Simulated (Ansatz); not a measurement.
Crystal: KF (Fm-3m, rock salt, 2 atoms a cell, 18.7 Å³ an atom); both levels run on this one cell.

Complex bands along the normal of (111) by Ansatz (plane waves, PAW, no spin-orbit coupling). r2SCAN gives a gap of 6.94 eV and a slowest mid-gap decay of 0.575 1/Å.

**Question.** What does PBE give on the same cell, and what does that do to the current through 2 nm?

**Answer.** Gap 6.29 eV, κ = 0.548 1/Å. The mid-gap transmission through 2 nm changes by exp(2 × 20 × (0.575 − 0.548)) = a factor of 2.9 against r2SCAN.

Ansatz is a program for electronic structure.
